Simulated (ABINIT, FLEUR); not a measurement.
A FLEUR input for a self-consistent single point of AgCl (Fm-3m, 2 atoms in the cell) (DFT, PBEsol, all-electron FLAPW (FLEUR), scalar-relativistic valence):

Input of the input generator:

```
scf AgCl
&input film=f /
-0.0000000000 0.7071067812 0.7071067812
0.7071067812 0.0000000000 0.7071067812
0.7071067812 0.7071067812 -0.0000000000
7.2616847118
1.0 1.0 1.0

2
47 0.0000000000 0.0000000000 0.0000000000
17 0.5000000000 0.5000000000 0.5000000000

&comp jspins=1 /
&exco xctyp='PBEs' /
&kpt div1=10 div2=10 div3=10 gamma=t /
&end /
```

```xml
<?xml version="1.0" encoding="UTF-8" standalone="no"?>
<fleurInput fleurInputVersion="0.39">
   <comment>
      scf AgCl                                                                                            
   </comment>
   <calculationSetup>
      <cutoffs Kmax="4.2" Gmax="14.7" GmaxXC="14.7" numbands="0"/>
      <scfLoop itmax="60" minDistance="0.00001" maxIterBroyd="15" imix="Anderson" alpha="0.05" precondParam="0.0" spinf="2.0"/>
      <coreElectrons ctail="T" frcor="F" kcrel="0" coretail_lmax="0"/>
      <xcFunctional name="PBEs" relativisticCorrections="F"/>
      <magnetism jspins="1"/>
      <soc l_soc="F" theta="0.0" phi="0.0" spav="F"/>
      <expertModes spex="0" secvar="F"/>
      <geometryOptimization l_f="T" forcealpha="1.0" forcemix="BFGS" epsdisp="0.00001" epsforce="0.00001"/>
      <ldaU l_linMix="F" mixParam="0.05" spinf="1.0"/>
   </calculationSetup>
   <cell>
      <bzIntegration valenceElectrons="24.0" mode="hist" fermiSmearingEnergy="0.0001">
         <kPointListSelection listName="default-1"/>
         <!-- k-points included here -->
         <xi:include xmlns:xi="http://www.w3.org/2001/XInclude" href="kpts.xml"> </xi:include>
      </bzIntegration>
      <!-- symmetry operations included here -->
      <xi:include xmlns:xi="http://www.w3.org/2001/XInclude" href="sym.xml"> </xi:include>
      <bulkLattice scale="1.0">
         <bravaisMatrix>
            <row-1>    0.0000000000000000     5.1347865026501482     5.1347865026501482</row-1>
            <row-2>    5.1347865026501482     0.0000000000000000     5.1347865026501482</row-2>
            <row-3>    5.1347865026501482     5.1347865026501482     0.0000000000000000</row-3>
         </bravaisMatrix>
      </bulkLattice>
   </cell>
   <atomSpecies>
      <species name="Silver (Ag)" element="Ag" atomicNumber="47">
         <mtSphere radius="2.68" gridPoints="925" logIncrement="0.014"/>
         <atomicCutoffs lmax="10" lnonsphr="8"/>
         <electronConfig flipSpins="F">
            <coreConfig>(1s1/2) (2s1/2) (2p1/2) (2p3/2) (3s1/2) (3p1/2) (3p3/2) (4s1/2) (3d3/2) (3d5/2)</coreConfig>
            <valenceConfig>(4p1/2) (4p3/2) (5s1/2) (4d3/2) (4d5/2)</valenceConfig>
            <stateOccupation state="(5s1/2)" spinUp="0.5" spinDown="0.5"/>
         </electronConfig>
         <energyParameters s="5" p="5" d="4" f="4"/>
         <lo type="SCLO" l="1" n="4" eDeriv="0"/>
         <lo type="HELO" l="2" n="5" eDeriv="0"/>
      </species>
      <species name="Chlorine (Cl)" element="Cl" atomicNumber="17">
         <mtSphere radius="1.93" gridPoints="669" logIncrement="0.017"/>
         <atomicCutoffs lmax="8" lnonsphr="6"/>
         <electronConfig flipSpins="F">
            <coreConfig>(1s1/2) (2s1/2) (2p1/2) (2p3/2)</coreConfig>
            <valenceConfig>(3s1/2) (3p1/2) (3p3/2)</valenceConfig>
            <stateOccupation state="(3p1/2)" spinUp="0.8333333333333" spinDown="0.8333333333333"/>
            <stateOccupation state="(3p3/2)" spinUp="1.6666666666667" spinDown="1.6666666666667"/>
         </electronConfig>
         <energyParameters s="3" p="3" d="3" f="4"/>
      </species>
   </atomSpecies>
   <atomGroups>
      <atomGroup species="Silver (Ag)">
         <relPos label="                   1">.0000000000 .0000000000 .0000000000</relPos>
         <force calculate="T" relaxXYZ="TTT"/>
      </atomGroup>
      <atomGroup species="Chlorine (Cl)">
         <relPos label="                   2">1.000/2.000 1.000/2.000 1.000/2.000</relPos>
         <force calculate="T" relaxXYZ="TTT"/>
      </atomGroup>
   </atomGroups>
   <output dos="F" band="F" slice="F">
      <checks vchk="F" cdinf="F"/>
      <bandDOS minEnergy="-.5*Htr" maxEnergy="0.5*Htr" sigma="0.015" storeEVData="T"/>
      <vacuumDOS vacdos="F" integ="F" star="F" nstars="0" locx1="0.0" locy1="0.0" locx2="0.0" locy2="0.0" nstm="0" tworkf="0.0"/>
      <unfoldingBand unfoldBand="F" supercellX="1" supercellY="1" supercellZ="1"/>
      <plotting iplot="0" polar="F">
         <plot TwoD="T" vec1="  1.0  0.0  0.0" vec2="  0.0  1.0  0.0" vec3="  0.0  0.0  1.0" zero="  0.0  0.0  0.0" file="plot"/>
      </plotting>
      <chargeDensitySlicing numkpt="0" minEigenval="0.0" maxEigenval="0.0" nnne="0" pallst="F"/>
      <specialOutput eonly="F"/>
      <magneticCircularDichroism mcd="F" energyLo="-10.0" energyUp="0.0"/>
   </output>
  <!-- We include the file relax.xml here to enable relaxations (see documentation) -->
  <xi:include xmlns:xi="http://www.w3.org/2001/XInclude" href="relax.xml"> <xi:fallback/> </xi:include>
</fleurInput>
```

Q: Write the same calculation as an input for ABINIT.

A: This is the input that was run; spellings and numerical settings could be chosen otherwise.

```
# AgCl, PseudoDojo nc-sr-04 PBEsol standard
pp_dirpath "./"
pseudos "Ag.upf, Cl.upf"
acell 3*1.0
rprim
        -0.0000000000    5.1347865025    5.1347865025
         5.1347865025    0.0000000000    5.1347865025
         5.1347865025    5.1347865025   -0.0000000000
natom 2
ntypat 2
znucl 47 17
typat 1 2
xred
         0.0000000000    0.0000000000    0.0000000000
         0.5000000000    0.5000000000    0.5000000000
ecut 41
occopt 1
nband 16
kptopt 1
ngkpt 10 10 10
nshiftk 1
shiftk 0 0 0
nstep 50
toldfe 1.0e-09
prtwf 0
prtden 0
prtvol 1
enunit 2
```

Basis settings and potentials, where a program has them, do not carry over. This input uses DFT, PBEsol, plane waves, norm-conserving pseudopotentials (PseudoDojo nc-sr-04 PBEsol standard). Both were run: gap on the mesh 0.748 eV in FLEUR and 0.727 in ABINIT.

On ABINIT: the starting cell comes from a database of computed structures (which also holds hypothetical and non-ambient phases and stackings), without a prior relaxation at this level. For this run, on top of that: lattice scaled by 0.98.

On FLEUR: the starting cell comes from a database of computed structures (which also holds hypothetical and non-ambient phases and stackings), without a prior relaxation at this level. For this run, on top of that: lattice scaled by 0.98. Values depend on the basis (sphere radii, cutoffs, local orbitals), which need not be converged.
